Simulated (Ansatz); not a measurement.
Relaxed 64-atom cells of Ga(As,Sb) in the zinc blende type, of low symmetry and near-random order, with the end members in the same type and cell. Here −b is the interaction parameter Ω of a regular solution. Left out are ordered and sheared cells and those that changed their type; one cell stands for each fraction.

Level of theory: PBE (plane waves to 420 eV, PAW; Ansatz, a quantum-chemistry and plane-wave program). Scalar-relativistic, without spin–orbit coupling; with elements this heavy it can move edges by tenths of an eV.

```
cell      fraction of Sb  mixing enthalpy (meV a mixed site)
--------  --------------  ----------------------------------
GaAs                   0                                   0
Ga8As7Sb          0.1250                                  21
Ga4As3Sb          0.2500                                  36
Ga2AsSb           0.5000                                  47
Ga4AsSb3          0.7500                            withheld
Ga8AsSb7          0.8750                                  18
GaSb                   1                                   0
```

Fit y = y0 + (y1 − y0) x − b x (1 − x), with y0 and y1 the end rows to the rows shown by least squares, with x the second column and y the third, and predict the withheld row.

The fit gives b = -187, with a root-mean-square miss of 1.1 on the rows shown. At x = 0.7500 it predicts 35; the run gives 35, a miss of 0.
